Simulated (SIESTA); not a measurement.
Input and output of a self-consistent single point for AlN (F-43m, 2 atoms in the cell) (SIESTA).

Computed with GGA PBE, numerical atomic orbitals DZP, PseudoDojo PBE standard norm-conserving potentials (rewritten from UPF to PSML) in SIESTA.

The change in words: lattice scaled by 0.98. Reference geometry:
```
CELL_PARAMETERS angstrom
      0.00000     2.19382     2.19382
      2.19382     0.00000     2.19382
      2.19382     2.19382     0.00000
ATOMIC_POSITIONS crystal
  Al 0.00000 0.00000 0.00000
  N  0.75000 0.75000 0.75000
```

Reference input (self-consistent single point, DFT, GGA PBE, numerical atomic orbitals DZP, PseudoDojo PBE standard norm-conserving potentials (rewritten from UPF to PSML)): XC.functional = GGA; XC.authors = PBE; potentials = PseudoDojo PBE standard; PAO.BasisSize = DZP; PAO.EnergyShift = 0.01 Ry; MeshCutoff = 350 Ry; kgrid.MonkhorstPack = 9 9 9; OccupationFunction = FD; ElectronicTemperature = 50 meV; MaxSCFIterations = 150; SCF.Mixer.Method = Pulay; SCF.Mixer.Weight = 0.1. This run's input differs from it in these lines:

```diff
@@ -12,5 +12,5 @@
 %block LatticeVectors
-     0.000000000    2.193823000    2.193823000
-     2.193823000    0.000000000    2.193823000
-     2.193823000    2.193823000    0.000000000
+     0.000000000    2.149947000    2.149947000
+     2.149947000    0.000000000    2.149947000
+     2.149947000    2.149947000    0.000000000
 %endblock LatticeVectors
@@ -19,3 +19,3 @@
      0.000000000    0.000000000    0.000000000  1
-     3.290734500    3.290734500    3.290734500  2
+     3.224920500    3.224920500    3.224920500  2
 %endblock AtomicCoordinatesAndAtomicSpecies
```

Output, abridged:

```
        iscf     Eharris(eV)        E_KS(eV)     FreeEng(eV)     dDmax    Ef(eV) dHmax(eV)
   scf:    1     -337.858236     -345.576709     -345.576709  1.586451 -6.633137  7.729163
   scf:    2     -347.284660     -346.470654     -346.470654  0.029825 -6.270597  5.769556
   scf:    3     -347.985711     -347.586279     -347.586279  0.094377 -5.263283  0.081789
   scf:    4     -347.586446     -347.586363     -347.586363  0.000280 -5.263804  0.075081
   scf:    5     -347.587720     -347.587192     -347.587192  0.012703 -5.237389  0.002789
   scf:    6     -347.587185     -347.587190     -347.587190  0.000401 -5.236119  0.008592
mix: Pulay -- inversion failed, > SVD [rank/size] 4 / 5
   scf:    7     -347.587193     -347.587192     -347.587192  0.000121 -5.237475  0.000065
   scf:    8     -347.587192     -347.587192     -347.587192  0.000020 -5.237502  0.000256
   scf:    9     -347.587192     -347.587192     -347.587192  0.000008 -5.237538  0.000028
SCF Convergence by DM+H criterion
max |DM_out - DM_in|         :     0.0000075601
max |H_out - H_in|      (eV) :     0.0000280243
SCF cycle converged after 9 iterations

Using DM_out to compute the final energy and forces

siesta: E_KS(eV) =             -347.5872

siesta: E_KS - E_eggbox =      -347.5872

siesta: Atomic forces (eV/Ang):
     1    0.000092    0.000092    0.000092
     2   -0.000092   -0.000092   -0.000092
   Tot    0.000000    0.000000    0.000000
   Max    0.000092
   Res    0.000092    sqrt( Sum f_i^2 / 3N )
   Max    0.000092    constrained

Stress tensor Voigt[x,y,z,yz,xz,xy] (kbar):     -176.59     -176.59     -176.59       -0.01       -0.01       -0.01
(Free)E + p*V (eV/cell)     -345.3966
Target enthalpy (eV/cell)     -347.5872

siesta: Program's energy decomposition (eV):
siesta: FreeEng =      -347.587192

   [... lines left out ...]
siesta: Cell volume =         19.875280 Ang**3
siesta:         176.59102769        176.61504021  kBar
   [... lines left out ...]
               2s      2s      2py     2pz     2px     2py     2pz     2px
               3Pdxy   3Pdyz   3Pdz2   3Pdxz   3Pdx2-y2
   2  5.055   1.267   0.163   0.756   0.756   0.756   0.447   0.447   0.447
              0.003   0.003   0.004   0.003   0.004

mulliken: Qtot =        8.000

Mulliken Atomic Populations:
Atom #   charge [q] valence [e]  Species
     1     0.055180    2.944820  Al
     2    -0.055180    5.055180  N
 Total    -0.000000
```

The run converged in 9 iterations. Against the reference run the free energy rises by 40.1 meV/atom, the pressure goes from 3.70 to 17.66 GPa and the gap on the mesh goes from 3.483 to 3.519 eV.

The starting cell comes from a database of computed structures (which also holds hypothetical and non-ambient phases and stackings), without a prior relaxation at this level. Its lattice was rescaled by a random factor within 2.5 % of one. For this run, on top of that: lattice scaled by 0.98. Values carry the incompleteness of an atom-centred basis. With a pressure of about 18 GPa the cell is away from its equilibrium volume at this level.

Cost on one core of a shared machine: roughly 30 s.
